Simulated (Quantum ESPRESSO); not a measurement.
Checking a run of Quantum ESPRESSO on ZnCu₂SnS₄ (I-4, 8 atoms in the cell). The aim is a self-consistent single point with DFT, PBE, plane waves, PSlibrary PAW (PBE) pseudopotentials.

This input was run:

```fortran
&CONTROL
 calculation = 'scf'
 prefix = 'scf'
 outdir = './tmp/'
 pseudo_dir = './'
 verbosity = 'high'
 tprnfor = .true.
 tstress = .true.
/
&SYSTEM
 ibrav = 7
 celldm(1) = 10.3742600529
 celldm(3) = 2.000339901731
 nat = 8
 ntyp = 4
 ecutwfc = 55
 ecutrho = 330
 occupations = 'smearing'
 smearing = 'marzari-vanderbilt'
 degauss = 0.0036749
/
&ELECTRONS
 conv_thr = 1.0d-9
 mixing_beta = 0.3
/
ATOMIC_SPECIES
Zn    65.3800  Cu.pbe-dn-kjpaw_psl.1.0.0.UPF
Cu    63.5460  Zn.pbe-dn-kjpaw_psl.1.0.0.UPF
Sn   118.7100  Sn.pbe-dn-kjpaw_psl.1.0.0.UPF
S     32.0600  S.pbe-n-kjpaw_psl.1.0.0.UPF
ATOMIC_POSITIONS {crystal}
Zn  -0.5000000000    0.2500000000    0.7500000000
Cu  0.0000000000    0.0000000000    0.0000000000
Cu  -0.5000000000    0.7500000000    0.2500000000
Sn  0.0000000000    0.5000000000    0.5000000000
S   -0.4775800000    0.3712400000    0.3643200000
S   -0.9930800000    0.1063400000    0.6287600000
S   -0.5224200000    0.8867400000    0.8936600000
S   -0.0069200000    0.6356800000    0.1132600000
K_POINTS {automatic}
4 4 4  0 0 0
```

Log, with long lists cut:

```
     file Cu.pbe-dn-kjpaw_psl.1.0.0.UPF: wavefunction(s)  4S 3D renormalized
     file Zn.pbe-dn-kjpaw_psl.1.0.0.UPF: wavefunction(s)  4S 3D renormalized
     file Sn.pbe-dn-kjpaw_psl.1.0.0.UPF: wavefunction(s)  5S 5P 4D renormalized
   [... lines left out ...]
         2        Cu     tau(   2) = (  0.0000000  0.0000000  0.0000000  )
         3        Cu     tau(   3) = ( -0.5000000  0.7500000  0.2500000  )
         4        Sn     tau(   4) = (  0.0000000  0.5000000  0.5000000  )
         5        S      tau(   5) = ( -0.4775800  0.3712400  0.3643200  )
         6        S      tau(   6) = ( -0.9930800  0.1063400  0.6287600  )
         7        S      tau(   7) = ( -0.5224200  0.8867400  0.8936600  )
         8        S      tau(   8) = ( -0.0069200  0.6356800  0.1132600  )

     number of k points=    14  Marzari-Vanderbilt smearing, width (Ry)=  0.0037
                       cart. coord. in units 2pi/alat
        k(    1) = (   0.0000000   0.0000000   0.0000000), wk =   0.0312500
        k(    2) = (  -0.2500000   0.0000000   0.1249788), wk =   0.2500000
        k(    3) = (   0.5000000   0.0000000  -0.2499575), wk =   0.1250000
   [... 11 lines left out ...]

     Dense  grid:   112983 G-vectors     FFT dimensions: (  75,  75,  75)

     Smooth grid:    61453 G-vectors     FFT dimensions: (  60,  60,  60)

     Initial potential from superposition of free atoms

     starting charge      72.9912, renormalised to      73.0000
     Self-consistent Calculation

     iteration #  1     ecut=    55.00 Ry     beta= 0.30

---- Real-time Memory Report at c_bands before calling an iterative solver
           427 MiB given to the printing process from OS
           184 MiB allocation reported by mallinfo(arena+hblkhd)
------------------

     Threshold (ethr) on eigenvalues was too large:
     Diagonalizing with lowered threshold

---- Real-time Memory Report at c_bands before calling an iterative solver
           531 MiB given to the printing process from OS
   [... lines left out ...]

---- Real-time Memory Report at c_bands before calling an iterative solver
           571 MiB given to the printing process from OS
           252 MiB allocation reported by mallinfo(arena+hblkhd)
------------------

     total energy              =   -1408.02848495 Ry
     estimated scf accuracy    <       0.00000002 Ry

     iteration # 12     ecut=    55.00 Ry     beta= 0.30

---- Real-time Memory Report at c_bands before calling an iterative solver
           571 MiB given to the printing process from OS
           252 MiB allocation reported by mallinfo(arena+hblkhd)
------------------
     End of self-consistent calculation

     the Fermi energy is     8.2524 ev

!    total energy              =   -1408.02848496 Ry
     estimated scf accuracy    <          8.4E-10 Ry
     smearing contrib. (-TS)   =      -0.00019571 Ry
     internal energy E=F+TS    =   -1408.02828925 Ry

      -> PAW hartree energy AE =     501.77804973 Ry
      -> PAW hartree energy PS =    -498.80241058 Ry
      -> PAW xc energy AE      =    -952.19699497 Ry
      -> PAW xc energy PS      =     203.05598891 Ry
      -> total E_H with PAW    =     218.30476169 Ry
      -> total E_XC with PAW   =    -956.96006007 Ry

     convergence has been achieved in  12 iterations

     Forces acting on atoms (cartesian axes, Ry/au):

   [... lines left out ...]

     Total force =     0.091287     Total SCF correction =     0.000032

          total   stress  (Ry/bohr**3)                   (kbar)     P=       42.47
   0.00030094   0.00000000   0.00000000           44.27        0.00        0.00
   0.00000000   0.00030094  -0.00000000            0.00       44.27       -0.00
   0.00000000  -0.00000000   0.00026415            0.00       -0.00       38.86

   JOB DONE.
```

Is anything amiss in this input, and did it matter?

The run is not sound. The fault is potential files assigned to the wrong elements. Each file describes one element; swapped files give the atoms the wrong cores and charges. To fix it, match the files to the elements. The run converged in 12 iterations without an error; against the sound input the pressure goes from -1.18 to 4.25 GPa and the largest force goes from 0.091 to 1.174 eV/Å.

The sound input it was made from differs as follows (other fixes are possible):
```diff
-Zn    65.3800  Cu.pbe-dn-kjpaw_psl.1.0.0.UPF
-Cu    63.5460  Zn.pbe-dn-kjpaw_psl.1.0.0.UPF
+Zn    65.3800  Zn.pbe-dn-kjpaw_psl.1.0.0.UPF
+Cu    63.5460  Cu.pbe-dn-kjpaw_psl.1.0.0.UPF
-Zn  -0.5000000000    0.2500000000    0.7500000000
-Cu  0.0000000000    0.0000000000    0.0000000000
-Cu  -0.5000000000    0.7500000000    0.2500000000
-Sn  0.0000000000    0.5000000000    0.5000000000
-S   -0.4775800000    0.3712400000    0.3643200000
-S   -0.9930800000    0.1063400000    0.6287600000
-S   -0.5224200000    0.8867400000    0.8936600000
-S   -0.0069200000    0.6356800000    0.1132600000
+Zn   -0.5000000000    0.2500000000    0.7500000000
+Cu    0.0000000000    0.0000000000    0.0000000000
+Cu   -0.5000000000    0.7500000000    0.2500000000
+Sn    0.0000000000    0.5000000000    0.5000000000
+S    -0.4775800000    0.3712400000    0.3643200000
+S    -0.9930800000    0.1063400000    0.6287600000
+S    -0.5224200000    0.8867400000    0.8936600000
+S    -0.0069200000    0.6356800000    0.1132600000
```

With that input, the run converged in 13 iterations: free energy E − TS -18740.5871 eV; Fermi level (on the code's own zero) 7.12 eV; pressure -1.18 GPa; largest force (vector length) 0.091 eV/Å (DFT, PBE, plane waves, PSlibrary PAW (PBE) pseudopotentials).

On the sound input: the starting cell comes from a database of computed structures (which also holds hypothetical and non-ambient phases and stackings), without a prior relaxation at this level. Its lattice was rescaled by a random factor within 2.5 % of one. Spin polarisation is off. The run gives no clean gap (levels at the Fermi energy touch, overlap or are partly filled at this smearing), which alone does not show that the compound is a metal.
